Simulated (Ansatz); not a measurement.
Take AlN in the zinc blende structure (space group F-43m, No. 216; a = 4.3698 Å) as the base. Axes: x, y, z lie along the cube axes.

All numbers come from r2SCAN (Ansatz, a program for electronic structure, PAW, no spin-orbit coupling).

Base values:

```
Property                        Result
-----------------------------  -------
Band gap                       3.94 eV
Smallest direct gap            4.84 eV
Shortest interatomic distance  1.892 Å
```

It is then changed as follows: a free-standing slab of 1 layer (2 atoms, 2 a layer) is cut normal to [110], with 15 Å of vacuum and the in-plane cell held at bulk.

Q: What happens to the gap character?

A: The gap character amounts to indirect, U → Γ.

Q: What does the calculation give for the band gap after the change?

A: The band gap shrinks by 2.31 eV, from 3.94 eV to 1.63 eV.

Q: How does this affect the smallest direct gap?

A: The smallest direct gap shrinks by 1.85 eV, from 4.84 eV to 2.99 eV.

Q: How does this affect the shortest interatomic distance?

A: The shortest interatomic distance drops by 0.215 Å (1.892 Å → 1.677 Å).

Whether these cells are dynamically stable was not tested. This is not the structure that AlN has at room temperature and ambient pressure. Labels are those of the standard path for the cell's own space group.
